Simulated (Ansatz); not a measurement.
Start from Si in the diamond structure (space group Fd-3m, No. 227).

```yaml
crystal:
  lattice:
    - [0.00000, 2.72216, 2.72216]
    - [2.72216, 0.00000, 2.72216]
    - [2.72216, 2.72216, 0.00000]
  atoms:
    - { symbol: Si, position: [0.00000, 0.00000, 0.00000] }
    - { symbol: Si, position: [0.25000, 0.25000, 0.25000] }
```

Cartesian axes are those of the cell as printed.

Level of theory: plane-wave PAW DFT at the r2SCAN level (Ansatz, a program for electronic structure, 500 eV), scalar-relativistic without spin-orbit coupling.

One thing is altered: the cell is stretched by 1.00 % along z with no lateral relaxation, atoms relaxed at fixed cell.

Question: Predict the stress tensor and what it implies for the stiffness.

Answer: Stress of the strained cell less that of the base (GPa, compression positive):
```
  -0.59    0.00    0.00
   0.00   -0.59    0.00
   0.00    0.00   -1.66
```

Then −Δσ_ii/ε with ε = 0.0100 gives relaxed-ion elastic constants: C33 ≈ 166 GPa, C13 ≈ 59 GPa and C23 ≈ 59 GPa.

Stability against distortions was not tested.
